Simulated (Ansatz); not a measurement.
Data:

```
CELL_PARAMETERS angstrom
      3.60017     0.00000     0.00000
      0.00000     3.60017     0.00000
      0.00000     0.00000     5.22516
ATOMIC_POSITIONS crystal
  Zr 0.00000 0.00000 0.00000
  Zr 0.50000 0.50000 0.50000
  O  0.00000 0.50000 0.30177
  O  0.00000 0.50000 0.80177
  O  0.50000 0.00000 0.19823
  O  0.50000 0.00000 0.69823
```

Space group of this cell: P4_2/nmc. The cell is taken as given.

The numbers are results of r2SCAN (plane waves, PAW; Ansatz, a program for electronic structure), not measurements.

The current runs along the normal of the first two printed vectors; no spin-orbit coupling. Scaled by the factor s: all lengths (ions clamped). Meshes 8×8×6 and 8×8 across the current in all rows.

```tsv
s	mean pressure (GPa)	slowest mid-gap decay constant κ (1/Å)
0.98	16.9	0.402
1.00	-0.1	0.386
1.02	-13.1	?
```

Q: Take the slope of the slowest mid-gap decay constant κ against ln s from the two given rows, extrapolate to s = 1.02, and say what the run there gives.

A: Slope = (0.402 − 0.386) / ln 0.98 = -0.792 1/Å. The line gives 0.386 + (-0.792) × ln 1.02 = 0.370 1/Å. The run gives 0.373 1/Å, 0.003 1/Å over the line, 17 % of the predicted step.
